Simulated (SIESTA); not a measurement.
Band structure of C (Fd-3m, 2 atoms in the cell).

```
C
1.0
    0.00000     1.79426     1.79426
    1.79426     0.00000     1.79426
    1.79426     1.79426     0.00000
C
2
Cartesian
  1.79426   1.79426   1.79426
  2.69139   2.69139   2.69139
```

Method: GGA PBE, numerical atomic orbitals DZP, PseudoDojo PBE standard norm-conserving potentials (rewritten from UPF to PSML) in SIESTA.

Settings: XC.functional = GGA; XC.authors = PBE; potentials = PseudoDojo PBE standard; PAO.BasisSize = DZP; PAO.EnergyShift = 0.01 Ry; MeshCutoff = 400 Ry; kgrid.MonkhorstPack = 13 13 13; OccupationFunction = FD; ElectronicTemperature = 10 K; MaxSCFIterations = 150; SCF.Mixer.Method = Pulay; SCF.Mixer.Weight = 0.2; SCF.Mixer.History = 6; SCF.DM.Tolerance = 1.0E-05.

The starting cell comes from a database of computed structures (which also holds hypothetical and non-ambient phases and stackings), without a prior relaxation at this level. Its lattice was rescaled by a random factor within 2.5 % of one. Values carry the incompleteness of an atom-centred basis.

Question: Predict the gap along the standard path and the places of the band edges.

Answer: The gap along the path is 4.21 eV, from Γ to a point between Γ and X; the smallest direct gap on it is 5.61 eV.

Levels in eV from the top of the valence band on the path, bands 1 to 5:
```tsv
point	1	2	3	4	5
Γ	-21.18	0.00	0.00	0.00	5.61
X	-12.63	-12.63	-6.18	-6.18	4.87
W	-11.87	-11.87	-8.16	-8.16	10.71
K	-12.87	-11.61	-9.13	-5.26	5.79
L	-15.56	-13.16	-2.75	-2.75	8.50
U	-12.87	-11.61	-9.13	-5.26	5.79
```

Higher empty bands are left out: an atom-centred basis made for the valence describes them poorly.
